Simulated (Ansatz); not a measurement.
## bcc Mo (1 1 1) on antifluorite Mg2Si (1 1 1) (film strained to the substrate, started from cuts of the bulks and a machine-learned relaxation; slabs Mg8Si4 and Mo10, which can lie off the formulas)

A periodic stack without vacuum, bcc Mo (1 1 1) on antifluorite Mg2Si (1 1 1) (film strained to the substrate, started from cuts of the bulks and a machine-learned relaxation; slabs Mg8Si4 and Mo10, which can lie off the formulas): substrate slab Mg8Si4, film Mo10, surface cells [[0, 1], [-1, 0]] and [[1, -1], [0, 1]], film strained by +0.7 and +0.7 %, outermost planes Mg/Mg and Mo/Mo as cut, which need not be the usual terminations and can put a slab off its formula.

The start was prepared with a machine-learned potential, and the result is one local minimum, with the in-plane cell held and forces under 0.04 eV/Å; the film can end far from its bulk form.

These are PBE (plane waves to 420 eV, PAW; Ansatz, an electronic-structure program) values and carry that method's errors. No spin–orbit coupling; the runs are not spin-polarised; PBE gaps are too small against experiment. Its k-point mesh 8×8×1, Fermi–Dirac width 0.05 eV.

The interface area is 17.5 Å², the period is 22.76 Å and the heights between the nearest atoms of the two slabs at the two interfaces comes out as 0.98 and 0.98 Å. The Mg–Mo contacts across the interfaces within 1.22 times the sum of covalent radii is 16, mean 2.95 Å and the Mo–Si contacts across the interfaces within 1.22 times the sum of covalent radii is 8, mean 2.96 Å.

```
Mg4Mo5Si2
1.0
    4.49950     0.00004    -0.03344
   -2.24970     3.89673    -0.02814
    2.44244    -1.05073    22.75238
Mg Si Mo
8 4 10
Direct
  0.72518   0.40400   0.01640
  0.36461   0.76443   0.09762
  0.00640   0.12246   0.17307
  0.64620   0.48266   0.25320
  0.28648   0.84225   0.33538
  0.92632   0.20251   0.41551
  0.56827   0.56084   0.49095
  0.20784   0.92146   0.57218
  0.04838   0.08072   0.04684
  0.32574   0.80310   0.21422
  0.60693   0.52181   0.37437
  0.88457   0.24468   0.54174
  0.84710   0.28229   0.65483
  0.52685   0.60253   0.61537
  0.48739   0.64202   0.73280
  0.16643   0.96301   0.69624
  0.12705   0.00237   0.81315
  0.80616   0.32329   0.77543
  0.76678   0.36264   0.89233
  0.44581   0.68362   0.85578
  0.40628   0.72305   0.97320
  0.08607   0.04331   0.93375
```
